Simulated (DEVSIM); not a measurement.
System: abrupt GaP p-n junction, at 300 K.

```tsv
layer (left to right)	material	thickness (μm)	Nd (cm⁻³)	Na (cm⁻³)	τn (s)	τp (s)
1	GaP	0.110	-	6e15	8.8e-7	8.8e-7
2	GaP	16.0	1e17	-	8.8e-7	8.8e-7
```

Left contact: ohmic. Right contact: ohmic. Voltage is applied to the left contact. Recombination: SRH at mid-gap, Auger. Mobility is μmin + (μ − μmin)/(1 + (N/Nref)^α).

The device is made up for the run: typed textbook-type constants, with dimensions and the other settings drawn at random. Values at 300 K.

```
parameter         GaP
-------------  ------
gap (eV)         2.26
affinity (eV)     3.8
permittivity     11.1
Nc (cm⁻³)      1.8e19
Nv (cm⁻³)      1.9e19
μn (cm²/Vs)       250
μp (cm²/Vs)       150
μn,min             10
μp,min             10
Nref,n         4.4e18
Nref,p           1e18
αn                0.8
αp               0.85
Cn (cm⁶/s)      1e-30
Cp (cm⁶/s)      1e-30
```

Model (solved in DEVSIM): 1D drift-diffusion, Boltzmann statistics, complete ionisation; no tunnelling, impact ionisation, image-force lowering or self-heating.

Tabulate band edges, carrier densities and field at -2.0 V on the left contact.

Energies count from the Fermi level of the right contact; mesh points crowd at the junctions.

```json
[
 {"x (μm)": "0.000", "Ec (eV)": "4.052", "Ev (eV)": "1.792", "n (cm⁻³)": "< 1e2", "p (cm⁻³)": "6.0e15", "field (V/cm)": "-210000"},
 {"x (μm)": "0.01904", "Ec (eV)": "3.648", "Ev (eV)": "1.388", "n (cm⁻³)": "< 1e2", "p (cm⁻³)": "9.9e8", "field (V/cm)": "-210000"},
 {"x (μm)": "0.04431", "Ec (eV)": "3.106", "Ev (eV)": "0.846", "n (cm⁻³)": "< 1e2", "p (cm⁻³)": "< 1e2", "field (V/cm)": "-220000"},
 {"x (μm)": "0.07493", "Ec (eV)": "2.442", "Ev (eV)": "0.182", "n (cm⁻³)": "< 1e2", "p (cm⁻³)": "< 1e2", "field (V/cm)": "-220000"},
 {"x (μm)": "0.1047", "Ec (eV)": "1.788", "Ev (eV)": "-0.472", "n (cm⁻³)": "< 1e2", "p (cm⁻³)": "< 1e2", "field (V/cm)": "-220000"},
 {"x (μm)": "0.1206", "Ec (eV)": "1.442", "Ev (eV)": "-0.818", "n (cm⁻³)": "< 1e2", "p (cm⁻³)": "< 1e2", "field (V/cm)": "-200000"},
 {"x (μm)": "0.1525", "Ec (eV)": "0.874", "Ev (eV)": "-1.387", "n (cm⁻³)": "38000", "p (cm⁻³)": "< 1e2", "field (V/cm)": "-150000"},
 {"x (μm)": "0.2424", "Ec (eV)": "0.154", "Ev (eV)": "-2.106", "n (cm⁻³)": "4.6e16", "p (cm⁻³)": "< 1e2", "field (V/cm)": "-14000"},
 {"x (μm)": "0.3861", "Ec (eV)": "0.134", "Ev (eV)": "-2.126", "n (cm⁻³)": "1.0e17", "p (cm⁻³)": "< 1e2", "field (V/cm)": "≈ 0"},
 {"x (μm)": "0.6386", "Ec (eV)": "0.134", "Ev (eV)": "-2.126", "n (cm⁻³)": "1.0e17", "p (cm⁻³)": "< 1e2", "field (V/cm)": "≈ 0"},
 {"x (μm)": "1.146", "Ec (eV)": "0.134", "Ev (eV)": "-2.126", "n (cm⁻³)": "1.0e17", "p (cm⁻³)": "< 1e2", "field (V/cm)": "≈ 0"},
 {"x (μm)": "2.577", "Ec (eV)": "0.134", "Ev (eV)": "-2.126", "n (cm⁻³)": "1.0e17", "p (cm⁻³)": "< 1e2", "field (V/cm)": "≈ 0"},
 {"x (μm)": "4.673", "Ec (eV)": "0.134", "Ev (eV)": "-2.126", "n (cm⁻³)": "1.0e17", "p (cm⁻³)": "< 1e2", "field (V/cm)": "≈ 0"},
 {"x (μm)": "8.737", "Ec (eV)": "0.134", "Ev (eV)": "-2.126", "n (cm⁻³)": "1.0e17", "p (cm⁻³)": "< 1e2", "field (V/cm)": "≈ 0"},
 {"x (μm)": "12.99", "Ec (eV)": "0.134", "Ev (eV)": "-2.126", "n (cm⁻³)": "1.0e17", "p (cm⁻³)": "< 1e2", "field (V/cm)": "≈ 0"},
 {"x (μm)": "14.49", "Ec (eV)": "0.134", "Ev (eV)": "-2.126", "n (cm⁻³)": "1.0e17", "p (cm⁻³)": "< 1e2", "field (V/cm)": "≈ 0"},
 {"x (μm)": "15.24", "Ec (eV)": "0.134", "Ev (eV)": "-2.126", "n (cm⁻³)": "1.0e17", "p (cm⁻³)": "< 1e2", "field (V/cm)": "≈ 0"},
 {"x (μm)": "15.67", "Ec (eV)": "0.134", "Ev (eV)": "-2.126", "n (cm⁻³)": "1.0e17", "p (cm⁻³)": "< 1e2", "field (V/cm)": "≈ 0"},
 {"x (μm)": "15.94", "Ec (eV)": "0.134", "Ev (eV)": "-2.126", "n (cm⁻³)": "1.0e17", "p (cm⁻³)": "< 1e2", "field (V/cm)": "≈ 0"},
 {"x (μm)": "16.03", "Ec (eV)": "0.134", "Ev (eV)": "-2.126", "n (cm⁻³)": "1.0e17", "p (cm⁻³)": "< 1e2", "field (V/cm)": "≈ 0"},
 {"x (μm)": "16.08", "Ec (eV)": "0.134", "Ev (eV)": "-2.126", "n (cm⁻³)": "1.0e17", "p (cm⁻³)": "< 1e2", "field (V/cm)": "≈ 0"},
 {"x (μm)": "16.11", "Ec (eV)": "0.134", "Ev (eV)": "-2.126", "n (cm⁻³)": "1.0e17", "p (cm⁻³)": "< 1e2", "field (V/cm)": "≈ 0"}
]
```
